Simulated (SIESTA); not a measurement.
SIESTA run on Zn (P6_3/mmc, 4 atoms in the cell): relaxation of cell and atoms.

Method: SIESTA 5.4.2 with GGA PBE, numerical atomic orbitals DZP, PseudoDojo PBE standard norm-conserving potentials (rewritten from UPF to PSML).

```
Zn
1.0
    2.83140     0.00000     0.00000
   -1.41570     2.45206     0.00000
    0.00000     0.00000     9.11004
Zn
4
Cartesian
  0.00000   0.00000   0.00000
  0.00000   0.00000   4.55502
  0.00000   1.63471   2.27751
  1.41570   0.81735   6.83253
```

Reference input (self-consistent single point, DFT, GGA PBE, numerical atomic orbitals DZP, PseudoDojo PBE standard norm-conserving potentials (rewritten from UPF to PSML)): XC.functional = GGA; XC.authors = PBE; potentials = PseudoDojo PBE standard; PAO.BasisSize = DZP; PAO.EnergyShift = 0.005 Ry; MeshCutoff = 300 Ry; kgrid.MonkhorstPack = 13 13 4; OccupationFunction = MP; OccupationMPOrder = 0; ElectronicTemperature = 3156.43 K; MaxSCFIterations = 150; SCF.Mixer.Method = Pulay. This run's input differs from it in these lines:

```diff
@@ -43,2 +43,7 @@
 Diag.ParallelOverK           true
+MD.TypeOfRun                 FIRE
+MD.Steps                     40
+MD.MaxForceTol               0.02 eV/Ang
+MD.VariableCell              true
+MD.MaxStressTol              0.05 GPa
 WriteForces                  true
```

Log, with long lists cut:

```
        iscf     Eharris(eV)        E_KS(eV)     FreeEng(eV)     dDmax    Ef(eV) dHmax(eV)
   scf:    1   -22695.870334   -22725.196780   -22725.244992  2.372029  1.923619 20.201814
   scf:    2   -22747.032563   -22736.724624   -22736.778373  0.377586  1.432776 14.571644
   scf:    3   -22754.190257   -22747.899772   -22747.959811  0.437135  0.522772  2.301513
   scf:    4   -22747.776525   -22747.983412   -22748.043073  0.127104  0.259694  1.271513
   scf:    5   -22748.009454   -22748.058661   -22748.118678  0.074526  0.150901  0.877236
   scf:    6   -22748.016439   -22748.063516   -22748.123531  0.052726  0.072869  0.895568
   [... lines left out ...]
mix: Pulay -- inversion failed, > SVD [rank/size] 4 / 7
   scf:   10   -22748.087797   -22748.087794   -22748.147794  0.000482  0.124538  0.004000
mix: Pulay -- inversion failed, > SVD [rank/size] 5 / 7
   scf:   11   -22748.087793   -22748.087794   -22748.147794  0.000399  0.124418  0.003649
mix: Pulay -- inversion failed, > SVD [rank/size] 4 / 7
   scf:   12   -22748.087796   -22748.087795   -22748.147795  0.000336  0.124373  0.000292
   scf:   13   -22748.087794   -22748.087795   -22748.147795  0.000102  0.124327  0.001223
   scf:   14   -22748.087795   -22748.087795   -22748.147795  0.000047  0.124381  0.000074
SCF Convergence by DM+H criterion
max |DM_out - DM_in|         :     0.0000469909
max |H_out - H_in|      (eV) :     0.0000738182
SCF cycle converged after 14 iterations

Using DM_out to compute the final energy and forces

siesta: E_KS(eV) =           -22748.0878

siesta: E_KS - E_eggbox =    -22748.0878

siesta: Atomic forces (eV/Ang):
     1    0.000000    0.000000    0.000000
   [... lines left out ...]
siesta: Pressure (static):       -118.10692408  kBar
siesta: Pressure (total):       -118.10692408  kBar
No target stress found, assuming hydrostatic MD.TargetPressure.
Target stress (kBar)
outcell: Cell volume (Ang**3)        :     56.5564
        iscf     Eharris(eV)        E_KS(eV)     FreeEng(eV)     dDmax    Ef(eV) dHmax(eV)
siesta: Pressure (static):         -0.68782794  kBar
siesta: Pressure (total):         -0.68782794  kBar
outcell: Cell volume (Ang**3)        :     56.5564
siesta: FreeEng =    -22748.462443
   [... lines left out ...]

              0.093   0.102   0.096
   2 19.995   2.008   1.878  -0.796   2.012   2.010   2.012   0.375   0.306
              0.375   1.864   1.864   1.869   1.864   1.864   0.097   0.102

              0.093   0.102   0.096
   3 20.005   2.008   1.958  -0.838   2.012   2.009   2.012   0.365   0.296
              0.364   1.866   1.873   1.869   1.873   1.867   0.095   0.095

              0.092   0.095   0.094
   4 20.005   2.008   1.958  -0.838   2.012   2.009   2.012   0.365   0.296
              0.364   1.866   1.873   1.869   1.873   1.867   0.095   0.095

              0.092   0.095   0.094

mulliken: Qtot =       80.000

Mulliken Atomic Populations:
Atom #   charge [q] valence [e]  Species
     1     0.005280   19.994720  Zn
     2     0.005279   19.994721  Zn
     3    -0.005280   20.005280  Zn
     4    -0.005280   20.005280  Zn
 Total    -0.000000
```

The relaxation ended unconverged. 

The starting cell was generated: these elements placed on a structure prototype, without a prior relaxation; it need not be a known phase or ordering of this composition. Its lattice was rescaled by a random factor within 2.5 % of one. Values carry the incompleteness of an atom-centred basis.

Cost on one core of a shared machine: roughly 6 min.
